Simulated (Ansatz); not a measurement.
Here is the system:

```xyz
3
Lattice="0.0000 3.3736 3.4748 3.3736 0.0000 3.4748 3.3736 3.3736 0.0000" Properties=species:S:1:pos:R:3 pbc="T T T"
Mg     1.6868     1.6868     1.7374
Mg     5.0603     5.0603     5.2122
Sn     0.0000     0.0000     0.0000
```

No spin polarisation.

Method: PBEsol (Ansatz, a quantum-chemistry and plane-wave program, PAW, no spin-orbit coupling). k-mesh 15×15×15 (Γ-centred); smearing 0.1 eV (Fermi–Dirac).

### Question
Predict the band gap, pressure and space group.

### Answer
Band gap: zero
Pressure (mean of the normal stresses, compression positive): -1.2 GPa
Space group: I4/mmm (No. 139)

The cells carry an imposed strain or load. No phonon test of stability was made. The cell was made from Mg₂Sn (space group Fm-3m, No. 225) by this change: uniaxial strain ε_zz = +3.00 %.
